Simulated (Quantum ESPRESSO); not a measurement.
A self-consistent single point of Nb (Im-3m, 1 atom in the cell) with Quantum ESPRESSO.

Computed with PBE, SSSP 1.1.2 efficiency (PBE) pseudopotentials (plane waves; Quantum ESPRESSO).

```
Nb
1.0
    1.65825     1.65825     1.65825
   -1.65825     1.65825     1.65825
   -1.65825    -1.65825     1.65825
Nb
1
Cartesian
  0.00000   0.00000   0.00000
```

Reference input (self-consistent single point, DFT, PBE, plane waves, SSSP 1.1.2 efficiency (PBE) pseudopotentials): ecutwfc = 50 Ry; ecutrho = 400 Ry; occupations = smearing; smearing = fermi-dirac; degauss = 0.0073499 Ry; potentials = {Nb: Nb.pbe-spn-kjpaw_psl.0.3.0.UPF}; K_POINTS = automatic 8 8 8 0 0 0; conv_thr = 1e-10 Ry; mixing_beta = 0.7. This run's input differs from it in these lines:

```diff
@@ -14,4 +14,4 @@
    ntyp = 1
-   ecutwfc = 50
-   ecutrho = 400
+   ecutwfc = 100
+   ecutrho = 800
    occupations = 'smearing'
```

The program printed (abridged):

```
     Self-consistent Calculation

     iteration #  1     ecut=   100.00 Ry     beta= 0.70

---- Real-time Memory Report at c_bands before calling an iterative solver
           194 MiB given to the printing process from OS
            42 MiB allocation reported by mallinfo(arena+hblkhd)
------------------

     Threshold (ethr) on eigenvalues was too large:
     Diagonalizing with lowered threshold

---- Real-time Memory Report at c_bands before calling an iterative solver
           207 MiB given to the printing process from OS
            54 MiB allocation reported by mallinfo(arena+hblkhd)
------------------

   [... lines left out ...]

---- Real-time Memory Report at c_bands before calling an iterative solver
           212 MiB given to the printing process from OS
            60 MiB allocation reported by mallinfo(arena+hblkhd)
------------------

     total energy              =    -334.27190652 Ry
     estimated scf accuracy    <          2.6E-09 Ry

     iteration #  9     ecut=   100.00 Ry     beta= 0.70

---- Real-time Memory Report at c_bands before calling an iterative solver
           213 MiB given to the printing process from OS
            60 MiB allocation reported by mallinfo(arena+hblkhd)
------------------
     End of self-consistent calculation

     the Fermi energy is    17.6288 ev

!    total energy              =    -334.27190652 Ry
     estimated scf accuracy    <          6.3E-12 Ry
     smearing contrib. (-TS)   =      -0.00320833 Ry
     internal energy E=F+TS    =    -334.26869819 Ry

      -> PAW hartree energy AE =      69.21660345 Ry
      -> PAW hartree energy PS =     -68.84547966 Ry
      -> PAW xc energy AE      =    -235.94141442 Ry
      -> PAW xc energy PS      =      27.08250405 Ry
      -> total E_H with PAW    =      15.50708587 Ry
      -> total E_XC with PAW   =    -237.77863467 Ry

     convergence has been achieved in   9 iterations

     Forces acting on atoms (cartesian axes, Ry/au):

     atom    1 type  1   force =     0.00000000    0.00000000    0.00000000

     Total force =     0.000000     Total SCF correction =     0.000000

          total   stress  (Ry/bohr**3)                   (kbar)     P=       -4.45
  -0.00003026   0.00000000   0.00000000           -4.45        0.00        0.00
   0.00000000  -0.00003026   0.00000000            0.00       -4.45        0.00
  -0.00000000   0.00000000  -0.00003026           -0.00        0.00       -4.45

   JOB DONE.
```

The run converged in 9 iterations. Against the reference run the free energy falls by 16.0 meV/atom and the pressure goes from -0.82 to -0.45 GPa.

The starting cell has typed, rounded lattice constants, without a prior relaxation at this level. Its lattice was rescaled by up to half a per cent. Spin polarisation is off.
